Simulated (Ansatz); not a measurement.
# WC under a change: uniaxial stress, 2 GPa tension along x

The reference is WC (space group P-6m2, No. 187; a = 2.913 Å, c = 2.835 Å; relaxed with 0.1 eV smearing). Axes: x lies along a and z along c of the hexagonal cell.

One thing is altered: uniaxial stress, 2 GPa tension along x, with the cell and atoms free to relax against it.

All numbers come from Kohn–Sham DFT with the r2SCAN functional, run in Ansatz (a quantum-chemistry and plane-wave program) with PAW and 500 eV plane waves, without spin-orbit coupling. k-mesh 23×23×20 (Γ-centred); smearing 0.1 eV (Fermi–Dirac).

```json
[
 {"quantity": "volume per atom", "base": "10.42 Å³", "changed": "10.43 Å³", "shift": "+0.019 Å³"},
 {"quantity": "space group", "base": "P-6m2 (No. 187)", "changed": "Amm2 (No. 38)", "shift": "–"},
 {"quantity": "shortest interatomic distance", "base": "4.156 bohr", "changed": "4.155 bohr", "shift": "-0.001 bohr"},
 {"quantity": "energy relative to the base (free energy F)", "base": "0 meV/atom", "changed": "+0.2 meV/atom", "shift": "+0.2 meV/atom"},
 {"quantity": "band gap", "base": "zero", "changed": "zero", "shift": "–"},
 {"quantity": "strain response (xx, yy, zz)", "base": "–", "changed": "(+0.31, −0.09, −0.04) %", "shift": "–"},
 {"quantity": "secant Young's modulus along x", "base": "–", "changed": "640 GPa", "shift": "–"},
 {"quantity": "mean lateral Poisson ratio", "base": "–", "changed": "0.21", "shift": "–"}
]
```

Cost of the whole job for the changed cell (relaxation, final SCF and bands): very roughly 6 core-minutes.

Stability under load was not tested beyond the relaxation. All final runs are without spin polarisation.
